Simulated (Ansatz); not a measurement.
The reference is SnTe in the rock salt structure (space group Fm-3m, No. 225; a = 6.3702 Å). Axes: x, y, z lie along the cube axes.

Method: r2SCAN (Ansatz, an electronic-structure program; PAW; 500 eV plane waves; no SOC).

Strains are applied to the cell and any free atomic positions relax; under biaxial strain the out-of-plane vector relaxes too.

One change was made to it. Results:

| quantity | base | after |
|---|---|---|
| energy relative to the base (free energy F) | 0 meV/atom | +42 meV/atom |
| pressure | 0.00 GPa | 5.06 GPa |

**Question.** Name the change that was made.
A) isotropic strain +5.32 %
B) biaxial strain −4.18 %, plane normal [001], relaxed out of plane
C) isotropic strain −3.07 %

**Answer.** C, isotropic strain −3.07 %. For comparison, the energy relative to the base in the other runs: isotropic strain +5.32 % gives +95 meV/atom; biaxial strain −4.18 %, plane normal [001], relaxed out of plane gives +53 meV/atom.

No phonon test of stability was made. All final runs are without spin polarisation.
